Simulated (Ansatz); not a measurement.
# YOF (P4/nmm, No. 129, 6 atoms in the cell; start mp-10219)

The numbers are results of LDA in Ansatz (plane waves, PAW), not measurements.

Numerical settings: plane-wave cutoff 520 eV, 10×10×6 k mesh (along the axes of the cell as run), Fermi–Dirac smearing 0.01 eV, scalar-relativistic PAW data made under PBE.

Cell (relaxed at this level):

```cif
data_F2O2Y2
_chemical_formula_sum 'Y2 O2 F2'
_space_group_name_H-M_alt 'P4/nmm :1'
_space_group_IT_number 129
_space_group_name_Hall 'P 4ab 2ab -1ab'
_cell_length_a 3.77063
_cell_length_b 3.77063
_cell_length_c 5.35525
_cell_angle_alpha 90.000
_cell_angle_beta 90.000
_cell_angle_gamma 90.000
loop_
_space_group_symop_operation_xyz
  'x, y, z'
  '-y+1/2, x+1/2, z'
  '-x, -y, z'
  'y+1/2, -x+1/2, z'
  'x+1/2, -y+1/2, -z'
  '-y, -x, -z'
  '-x+1/2, y+1/2, -z'
  'y, x, -z'
  '-x+1/2, -y+1/2, -z'
  'y, -x, -z'
  'x+1/2, y+1/2, -z'
  '-y, x, -z'
  '-x, y, z'
  'y+1/2, x+1/2, z'
  'x, -y, z'
  '-y+1/2, -x+1/2, z'
loop_
_atom_site_label
_atom_site_type_symbol
_atom_site_symmetry_multiplicity
_atom_site_Wyckoff_symbol
_atom_site_fract_x
_atom_site_fract_y
_atom_site_fract_z
_atom_site_occupancy
Y1 Y 2 c 0.00000 0.50000 0.28682 1
O1 O 2 b 0.50000 0.50000 0.50000 1
F1 F 2 a 0.00000 0.00000 0.00000 1
```

```json
{
 "band_gap": "5.03 eV",
 "smallest_direct_gap_on_the_k_points_sampled": "5.31 eV"
}
```

Spin–orbit coupling is not included.

The computed numbers hold no vibrational or temperature effects.

A start named mp-… is a Materials Project structure, which need not be a measured phase.

Ansatz is a program for electronic structure.
